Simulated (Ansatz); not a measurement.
## Size effect: ScAl (Pm-3m) beside Mo

ScAl (Pm-3m) has a bulk resistivity ρ₀ of 15.7 μΩ·cm and a mean free path ℓ of 13.0 nm. Mo (Im-3m): ρ₀ = 5.36 μΩ·cm, ℓ = 12.6 nm. Both at 300 K by PBEsol, DFPT electron-phonon coupling, linearised Boltzmann equation (plane waves, PAW, scalar-relativistic; Ansatz, a first-principles code); third figures are kept for the arithmetic, and halving the electron mesh moves ρ₀ by up to 3 and 1 % at 300 K, and ℓ by up to 2 and 2 % (the most at any temperature). Cell of ScAl (Pm-3m): a = 3.344 Å, b = 3.344 Å, c = 3.344 Å, α = 90.00°, β = 90.00°, γ = 90.00°. On Mo: eigensolver warning.

Square wire of width d: ρ − ρ₀ = ρ₀ℓ × [0.75(1 − p)/d + 1.5R/((1 − R)D)], with p = 0.4, R = 0.15, D = d.

Question: What are ρ₀ℓ and ρ(d)?

Answer: With D = d the size term is Kρ₀ℓ/d, K = 0.75 × 0.6 + 1.5 × 0.15/0.85 = 0.715. ScAl (Pm-3m): ρ₀ℓ = 20×10⁻¹⁶ Ω·m², ρ = 15.7 + 146/d. Mo: 6.75×10⁻¹⁶ Ω·m², ρ = 5.36 + 48.3/d (μΩ·cm, d in nm).

Question: Do these numbers give a width at which ScAl (Pm-3m) overtakes?

Answer: Nowhere: neither ρ₀ nor ρ₀ℓ of ScAl (Pm-3m) lies under that of Mo.

Question: Find the resistance of 1 μm of line, ρL/d², in square trenches of width w. Take w = 9, 12, 14, 36 nm.

Answer: 
| w (nm) | ρ, ScAl (Pm-3m) (μΩ·cm) | Ω/μm, ScAl (Pm-3m) | ρ, Mo (μΩ·cm) | Ω/μm, Mo |
|---|---|---|---|---|
| 9 | 32 | 3900 | 10.7 | 1320 |
| 12 | 28 | 1930 | 9.4 | 650 |
| 14 | 26 | 1330 | 8.8 | 450 |
| 36 | 19.8 | 152 | 6.7 | 52 |

The line of Mo has the lower resistance at w = 9, 12, 14, 36 nm.

The formula is the first-order form of the Fuchs-Sondheimer and Mayadas-Shatzkes models for a square wire of an isotropic metal and fails where d lies far under ℓ. Specularity, reflection and grain size are typed assumptions. Defining ℓ as one path for all states would lower each ρ₀ℓ, not all alike. Only harmonic phonons scatter in ρ₀; disorder, surface states and the phase's stability aren't judged.

Computed structure with no diffraction record at hand here (it may be known, metastable or hypothetical): ScAl (Pm-3m).
